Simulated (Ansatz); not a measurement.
# Relaxation of cell and atoms of CuSe (Cmcm, 12 atoms in the cell) at several settings

```yaml
crystal:
  lattice:
    - [1.95529, -3.51734, 0.00000]
    - [1.95529, 3.51734, 0.00000]
    - [0.00000, 0.00000, 17.08085]
  atoms:
    - { symbol: Cu, position: [0.35309, 0.64691, 0.11253] }
    - { symbol: Cu, position: [0.64691, 0.35309, 0.88747] }
    - { symbol: Cu, position: [0.64691, 0.35309, 0.61253] }
    - { symbol: Cu, position: [0.35309, 0.64691, 0.38747] }
    - { symbol: Cu, position: [0.43020, 0.56980, 0.75000] }
    - { symbol: Cu, position: [0.56980, 0.43020, 0.25000] }
    - { symbol: Se, position: [0.75470, 0.24530, 0.75000] }
    - { symbol: Se, position: [0.24530, 0.75470, 0.25000] }
    - { symbol: Se, position: [0.98082, 0.01918, 0.56993] }
    - { symbol: Se, position: [0.01918, 0.98082, 0.43007] }
    - { symbol: Se, position: [0.01918, 0.98082, 0.06993] }
    - { symbol: Se, position: [0.98082, 0.01918, 0.93007] }
```

Base: LDA (PW92), default PAW files made with PBE (Ansatz, a program for electronic structure). Its settings: basis.ecutwfc = 420 eV; kpoints.mp_grid.grid = 5 5 1; kpoints.mp_grid.shift = 0.5 0.5 0.5; hamiltonian.xc = lda; hamiltonian.pseudopotentials = {kind: paw} (the program's default PAW files); scf.occupations.method = cold; scf.occupations.width = 0.1 eV. Starting volume 19.58 Å³ per atom.

Each line gives the change from the base single point and the result:

- relax: default → cell and atoms; relax.cell.p_target: default → 10 GPa: pressure 10.00 GPa; largest force (vector length) 0.007 eV/Å; final cell a = 3.887 Å, b = 3.887 Å, c = 15.919 Å, α = 90.00°, β = 90.00°, γ = 123.64°; final volume per atom 16.69 Å³; relaxation steps 8; free energy against the base single point 24.9 meV/atom.
- hamiltonian.xc: lda → pbesol; relax: default → cell and atoms [DFT, PBEsol, plane waves, default PAW files made with PBE]: pressure 0.00 GPa; largest force (vector length) 0.003 eV/Å; final cell a = b = 4.0008 Å, c = 16.7621 Å, α = β = 90.00°, γ = 122.01°; final volume per atom 18.96 Å³; relaxation steps 6.
- relax: default → cell and atoms: pressure 0.01 GPa; largest force (vector length) 0.005 eV/Å; final cell a = 3.956 Å, b = 3.956 Å, c = 16.581 Å, α = 90.00°, β = 90.00°, γ = 122.05°; final volume per atom 18.32 Å³; relaxation steps 6; free energy against the base single point -22.3 meV/atom.

The starting cell comes from a database of computed structures (which also holds hypothetical and non-ambient phases and stackings), without a prior relaxation at this level. Spin polarisation is off. Ansatz's pressure includes its estimate of the finite-basis (Pulay) stress. The run gives no clean gap (levels at the Fermi energy touch, overlap or are partly filled at this smearing), which alone does not show that the compound is a metal. Without a gap this mesh is coarse (it stands for a supercell whose shortest vector is 17 Å).

Keys are those of Ansatz 0.2.
